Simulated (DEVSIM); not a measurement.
Structure: isotype n-n heterojunction GaP/Si, at 300 K.

```
layer (left to right)  material  thickness (μm)  Nd (cm⁻³)  τn (s)  τp (s)
---------------------  --------  --------------  ---------  ------  ------
1                           GaP           0.110     3.6e16  2.2e-7  2.2e-7
2                            Si           0.370     1.3e15  2.2e-7  2.2e-7
```

Left contact: ohmic. Right contact: ohmic. Voltage is applied to the left contact. Recombination: SRH at mid-gap, radiative. Mobility is μmin + (μ − μmin)/(1 + (N/Nref)^α).

Constants are typed, rounded textbook-type inputs, not results; the design itself was drawn at random and stands for no fabricated device. Values at 300 K.

```tsv
parameter	GaP	Si
gap (eV)	2.26	1.124
affinity (eV)	3.8	4.05
permittivity	11.1	11.7
Nc (cm⁻³)	1.8e19	2.86e19
Nv (cm⁻³)	1.9e19	3.1e19
μn (cm²/Vs)	250	1417
μp (cm²/Vs)	150	470
μn,min	10	52
μp,min	10	45
Nref,n	4.4e18	9.7e16
Nref,p	1e18	2.2e17
αn	0.8	0.68
αp	0.85	0.72
B (cm³/s)	1e-13	4.7e-15
```

Model (solved in DEVSIM): 1D drift-diffusion, Boltzmann statistics, complete ionisation; no tunnelling, impact ionisation, image-force lowering or self-heating. Band offsets follow the typed affinities; no thermionic-emission limit at abrupt steps, no polarisation charge.

The doping Nd of layer 2 was swept, all else fixed.

```
doping Nd of layer 2 (cm^-3)  potential step across the device at zero bias (V)  dark forward voltage at 100 A/cm² (V)
----------------------------  -------------------------------------------------  -------------------------------------
3.9e13                                                                    0.438                                  0.625
1.3e14                                                                    0.407                                  0.428
3.9e14                                                                    0.379                                  0.399
1.3e15                                                                    0.348                                  0.387
3.9e15                                                                    0.319                                  0.378
1.3e16                                                                    0.288                                  0.360
3.9e16                                                                    0.260                                  0.327
```

From the first row to the last the potential step across the device at zero bias goes from 0.438 to 0.260. From the first row to the last the dark forward voltage at 100 A/cm² goes from 0.625 to 0.327.
